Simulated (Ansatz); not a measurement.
Mg3Sb2: pressure series

Take Mg3Sb2 (space group P-3m1, No. 164) as the base.

```xyz
5
Lattice="4.5669 0.0000 0.0000 -2.2835 3.9551 0.0000 0.0000 0.0000 7.2470" Properties=species:S:1:pos:R:3 pbc="T T T"
Sb     0.0000     2.6367     1.6577
Sb     2.2835     1.3184     5.5893
Mg     0.0000     0.0000     0.0000
Mg     0.0000     2.6367     4.5913
Mg     2.2835     1.3184     2.6557
```

Cell and atoms are relaxed at each pressure.

All numbers come from r2SCAN (Ansatz, a program for electronic structure; PAW; 500 eV plane waves; no spin-orbit coupling).

Only one of these has no band gap. Which?
(A) pressure 18 GPa
(B) pressure 1.8 GPa
(C) pressure 9 GPa
(D) pressure −1 GPa
(E) pressure 30 GPa

E, pressure 30 GPa. Computed: pressure −1 GPa: 0.63 eV; pressure 1.8 GPa: 0.55 eV; pressure 9 GPa: 0.34 eV; pressure 18 GPa: 0.09 eV; pressure 30 GPa: zero

With Sb present, leaving out spin-orbit coupling can change the band edges. Load acts through the strain it causes; cell and atoms are relaxed under it. Whether these cells are dynamically stable was not tested. No other phases were tried under pressure. All final runs are without spin polarisation. A zero or small gap of Mg3Sb2 under pressure 18 GPa and Mg3Sb2 under pressure 30 GPa can be the functional's error rather than a property of the material.
